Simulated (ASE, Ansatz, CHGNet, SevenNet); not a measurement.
**L1₂ (Cu3Au-type) Ni₃Al, elastic constant C11**

Reference value: 224 GPa (measured, temperature not stated, not corrected to a static lattice; as tabulated in The elastic constants of Ni3Al to 1.4 GPa).

```csv
level (code),value (GPa),cell (Å³/atom),difference (%)
EMT (ASE),148,12.25,-34
CHGNet 0.3.0,200,11.26,-10.7
CHGNet-r²SCAN,210,10.94,-6.2
SevenNet-l3i5,244,11.25,+8.9
PBE (Ansatz),247,11.34,+10.3
PBE-D3(BJ) (Ansatz),272,10.94,+21
```

The reference's temperature isn't stated, so close values are not ranked against it. Off by more than 25 %, or 35 % on the side where a correction would as a rule narrow the miss (bounds picked here): EMT (-34 %).

The reference isn't brought to a static lattice, while the calculations are for one, so the differences are not the levels' errors alone. A static lattice is as a rule stiffer than a warm one, by over a tenth in soft solids. Spin-polarised runs: PBE (parallel moments), PBE-D3(BJ) (parallel moments). PBE-D3(BJ): the dispersion coefficients are held fixed in the derivatives. Each level is taken at its own relaxed cell. Ansatz's density-functional and Hartree–Fock values are scalar-relativistic unless marked +SOC, with PAW data made under PBE.

Empirical potentials (EMT) are fitted to chosen data: where that held the value shown, agreement is built in, and what lay outside the fit can be far off. Machine-learned potentials (CHGNet 0.3.0, CHGNet-r²SCAN, SevenNet-l3i5) are trained on DFT data: a solid inside that data is no test of them.

Differences are worked out from the printed values.

Ansatz is a program for electronic structure.
